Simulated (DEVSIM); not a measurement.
System: Si p+/n-/n+ power diode, at 300 K.

Layer 1 from the left is Si, thickness (μm) 1.70, Na (cm⁻³) 3.4e18, τn (s) 1.4e-6, τp (s) 1.4e-6. Layer 2 from the left is Si, thickness (μm) 3.90, Nd (cm⁻³) 1.2e14, τn (s) 1.4e-6, τp (s) 1.4e-6. Layer 3 from the left is Si, thickness (μm) 4.70, Nd (cm⁻³) 1.6e18, τn (s) 1.4e-6, τp (s) 1.4e-6.

Left contact: ohmic. Right contact: ohmic. Voltage is applied to the left contact. Recombination: SRH at mid-gap. Mobility is μmin + (μ − μmin)/(1 + (N/Nref)^α).

Constants are typed, rounded textbook-type inputs, not results; the design itself was drawn at random and stands for no fabricated device. Values at 300 K.

Si: gap (eV) 1.124, affinity (eV) 4.05, permittivity 11.7, Nc (cm⁻³) 2.86e19, Nv (cm⁻³) 3.1e19, μn (cm²/Vs) 1417, μp (cm²/Vs) 470, μn,min 52, μp,min 45, Nref,n 9.7e16, Nref,p 2.2e17, αn 0.68, αp 0.72.

Model (solved in DEVSIM): 1D drift-diffusion, Boltzmann statistics, complete ionisation; no tunnelling, impact ionisation, image-force lowering or self-heating.

### Question
What does the simulation give for the potential step across the device at zero bias, the dark forward voltage at 1 A/cm², the dark forward voltage at 100 A/cm²?

### Answer
potential step across the device at zero bias 0.992 V; dark forward voltage at 1 A/cm² 0.740 V; dark forward voltage at 100 A/cm² 0.873 V.
